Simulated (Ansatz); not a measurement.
The parent structure is SiC in the zinc blende structure (space group F-43m, No. 216; a = 4.380 Å).

Computed with PBE in Ansatz (plane waves to 420 eV, PAW, no spin-orbit coupling).

Base values:

The lattice parameter a comes out as 4.380 Å, the electron mass comes out as 0.68 mₑ along k, 0.23 mₑ across (at X) and the hole mass is 0.36, 0.59, 0.59 mₑ (at Γ).

It is then changed as follows: cell and atoms relaxed at a pressure of 30 GPa.

### Question
Estimate the effect on the lattice parameter a, electron mass and hole mass.

### Answer
The lattice parameter a drops by 0.1623 Å, from 4.380 Å to 4.217 Å; the electron mass becomes 0.65 mₑ along k, 0.22 mₑ across (at X) (base: 0.68 mₑ along k, 0.23 mₑ across (at X)); the hole mass (degenerate bands, along [100]) changes from 0.36, 0.59, 0.59 mₑ (at Γ) to 0.42, 0.60, 0.60 mₑ (at Γ).

The levels and masses belong to the bands next to the band gap. Load acts through the strain it causes; cell and atoms are relaxed under it. Masses are band curvatures over ±0.01 Å⁻¹ around the edge. Along k means along the line from Γ to the band edge. Whether these cells are dynamically stable was not tested. No other phases were tried under pressure.

Ansatz is a first-principles code.
